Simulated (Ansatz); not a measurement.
## Amorphous In$_{24}$O$_{37}$Be

Preparation: random packing, a CHGNet melt and quench, and a DFT relaxation. O atoms were pushed apart under 1.9 Å during the dynamics, to hinder bonds among them. The hot cell started wider than the set density and was brought back towards it in steps. It is the lowest in DFT energy of 2 quenches. It is a model cell: composition and starting density were chosen by hand, and all elements were melted together. No dispersion term was used.

Methods: PBE, scalar-relativistic without spin-orbit coupling (Ansatz, a first-principles code); r2SCAN, scalar-relativistic without spin-orbit coupling (Ansatz); HSE06, scalar-relativistic without spin-orbit coupling (Ansatz). Geometry, pressure, stress and energy are those of the PBE run. Its sampling: a 2×2×2 Γ-centred mesh; Fermi-Dirac width 0.02 eV; no spin polarisation. Other functionals are single points at the zone centre (r2SCAN at 500 eV; exact exchange cut at the cell's faces), free to take moments where seeds were set. At PBE the levels at the filled edge of the gap are localised (band-tail or defect states), and the nearest spread-out levels lie 0.8 eV apart at the zone centre.

```json
{
 "number_of_atoms_in_the_cell": "62",
 "Density (held, not predicted)": "6.42 g/cm³",
 "volume_per_atom": "14.00 Å^3",
 "Pressure on a 2×2×2 Γ-centred mesh": "0.28 GPa",
 "Largest force and stress component on that mesh (the relaxation ran on the zone centre alone)": "0.13 eV/Å and 0.4 GPa",
 "Level gap on a 2×2×2 Γ-centred mesh (PBE)": "0.49 eV",
 "Level gap at the zone centre (PBE)": "0.49 eV",
 "Level gap at the zone centre (r2SCAN)": "0.91 eV",
 "Level gap at the zone centre (HSE06)": "1.88 eV"
}
```

Neighbours within In-In 3.12 Å, In-O 2.76 Å, In-Be 2.62 Å, O-O 1.58 Å, O-Be 1.94 Å, Be-Be 2.11 Å count as bonded. Two cations that share two anions don't count as bonded, nor two that share one unless they lie closer than In-In 3.04 Å, In-Be 2.55 Å, Be-Be 2.05 Å.

- Mean coordination of In by anions: 5.38 (1 with 4, 13 with 5, 10 with 6)
- Mean coordination of O: 3.57 (17 with 3, 19 with 4, 1 with 5)
- Mean coordination of Be by anions: 3.00 (1 with 3)
- Mean In-O bond: 2.202 Å (spread 0.117 Å, 129 counted)
- Mean O-Be bond: 1.575 Å (spread 0.021 Å, 3 counted)

Its density started from a set value of 6.42 g/cm³. The quench (nominally 330 K/ps over its main leg) was far faster than any real one, so the model tends to hold more defects than a real film. Values belong to this one cell and scatter from quench to quench. The volume was held where the preparation left it and the shape relaxed, at a PBE pressure of 0.3 GPa. On a 2×2×2 Γ-centred mesh force components of up to 0.13 eV/Å stay, since the relaxation ran on the zone centre alone.
